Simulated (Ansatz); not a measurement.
A constructed model of the (0001) surface of hcp Mg, a layer of Co in place of the second plane (bottom of the slab: a bare face, its two planes held)

All values below come from PBE (plane waves to 420 eV, PAW; Ansatz, a quantum-chemistry and plane-wave program).

Set-up: 6 atoms, 12.8 Å thick at the start; mesh 13x13x1; 0.1 eV smearing; dipole correction on; 2 atoms held, the rest relaxed; held to the start's symmetry, so lower structures may exist; spin-polarised, ending with about 1.0 μB a cell; orders that need a larger cell were not tried, no spin-orbit, no U. It is one candidate, not shown to be the stable structure of the face.

```yaml
work_function_of_the_top_face: 3.41 eV
energy_released_by_relaxation: 0.69 eV
magnetic_moment_of_the_cell: 1.01 μB
cost: around 4 core-minutes (rough)
```
